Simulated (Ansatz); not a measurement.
# AlN, response to strain

The parent structure is AlN in the zinc blende structure (space group F-43m, No. 216; a = 4.403 Å).

Strains are applied to the cell and any free atomic positions relax.

The values are results of plane-wave PAW DFT at the PBE level (Ansatz, a program for electronic structure, 420 eV), without spin-orbit coupling, not measurements.

Candidates:
(a) isotropic strain −2.00 %
(b) isotropic strain +2.00 %
(c) isotropic strain +1.00 %
(d) isotropic strain −2.50 %
(e) isotropic strain −1.00 %

For the base:

The smallest direct gap is 3.98 eV.

Question: Order them by smallest direct gap, lowest first.

Answer: (b) isotropic strain +2.00 % (3.47 eV), (c) isotropic strain +1.00 % (3.72 eV), (e) isotropic strain −1.00 % (4.24 eV), (a) isotropic strain −2.00 % (4.51 eV), (d) isotropic strain −2.50 % (4.65 eV)

Whether these cells are dynamically stable was not tested. This is not the structure that AlN has at room temperature and ambient pressure.
